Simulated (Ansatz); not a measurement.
The starting structures come from a database of crystals and need not be the phases stable at ambient conditions.

 Where the default PAW files enter, the runs use the earlier of Ansatz's two default sets.

Given:

```
ZrO2
1.0
    3.38795     0.00000     0.00000
    0.00000     6.58922     0.00000
    0.00000     0.00000     5.46376
Zr O
4 8
Cartesian
  2.54096   5.87482   4.10623
  0.84699   0.71440   1.35753
  0.84699   2.58021   4.08940
  2.54096   4.00901   1.37435
  0.84699   4.34388   5.34366
  2.54096   2.24534   0.12009
  2.54096   1.04927   2.85197
  0.84699   5.53995   2.61179
  0.84699   0.50408   4.70287
  2.54096   6.08514   0.76088
  2.54096   3.79869   3.49276
  0.84699   2.79053   1.97100
```

Space group of this cell: Pnma. The cell is strained (lengths along the current scaled by 0.97, ions clamped); by r2SCAN its mean pressure is -1.0 GPa.

Transport runs along the normal of the first two printed cell vectors.

No gap correction and no spin-orbit coupling; mid-gap values are interpolated between computed energies.

Give the band gap and the smallest decay constant κ at mid-gap that r2SCAN (Ansatz, a quantum-chemistry and plane-wave program) yields.

Gap 3.64 eV on a 10×6×6 mesh; κ = 0.435 1/Å, at the zone centre.
